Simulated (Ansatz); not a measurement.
Functionals compared on SiH3 on the 1x1 (110) surface of zinc-blende InP (cut with top plane In + P), one in a 2x1 cell, started at the site 'bridge In-P (span 5.2 Å)', in Ansatz (plane waves, PAW). The structure was relaxed with PBE; the other rows are single points on it, each with its references at the same level. Cutoff 420 eV (500 eV for r2SCAN). The points keep PBE's geometry, so the relaxation of a polaron and the settling of charge on one site are left out.

Host crystal: zinc-blende InP, with a band gap (PBE, scalar-relativistic without spin-orbit coupling).

Set-up: 24 atoms, 8.9 Å thick at the start under the adsorbate (thin: gaps and levels are the slab's own); mesh 3x4x1; 0.01 eV smearing; dipole correction on; 8 atoms held, the rest relaxed; no symmetry held; spin-polarised, ending with about 0.8 μB a cell, a value that depends on the mesh; orders that need a larger cell were not tried, no spin-orbit, no U, no dispersion correction. The slab shows no gap over 0.04 eV on its mesh. At the end it is bonded to P. In PBE it is, or lies within 0.03 eV of, the lowest of the starts that converged. These notes are the PBE run's. r2SCAN: The program's check for a lower electronic state was not made. Adsorption energies are against SiH4(g) − ½ H2(g). A negative adsorption energy means that the adsorbate is more stable on the surface than in its reference.

```tsv
functional	adsorption energy (eV)	rough cost of the single point
PBE	0.05	–
RPBE	0.21	about 6 core-minutes (a rough figure)
r2SCAN	___	about 10 core-minutes (a rough figure)
```

Q: Some entries are withheld; supply them.

A: 
- r2SCAN, adsorption energy (eV): -0.07

Ansatz is an electronic-structure program.
